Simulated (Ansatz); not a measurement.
Consider HfO₂ (space group P4_2/nmc, No. 137; a = 3.568 Å, c = 5.167 Å). Axes: x, y, z lie along a, b, c of the conventional cell.

All numbers come from plane-wave PAW DFT at the PBEsol level (Ansatz, a quantum-chemistry and plane-wave program, 420 eV), no spin-orbit coupling, earlier PAW set.

Before the change:

| Property | Value |
|---|---|
| Gap character | indirect, A → Γ |
| Band gap | 4.57 eV |

Perturbation: the cell is compressed by 2.61 % along z with no lateral relaxation, atoms relaxed at fixed cell.

Task: What does the calculation give for the gap character, largest internal atomic displacement, energy relative to the base and band gap after the change?

Result: The gap character goes from indirect, A → Γ to indirect, M–Γ (62 % along) → Γ; the largest internal atomic displacement is 0.043 Å; the energy rises by 8.2 meV/atom; the band gap decreases by 0.18 eV (4.57 eV → 4.39 eV).

With Hf present, leaving out spin-orbit coupling can change the band edges. The cells carry an imposed strain or load. No phonon test of stability was made. This is not the structure that HfO2 has at room temperature and ambient pressure.
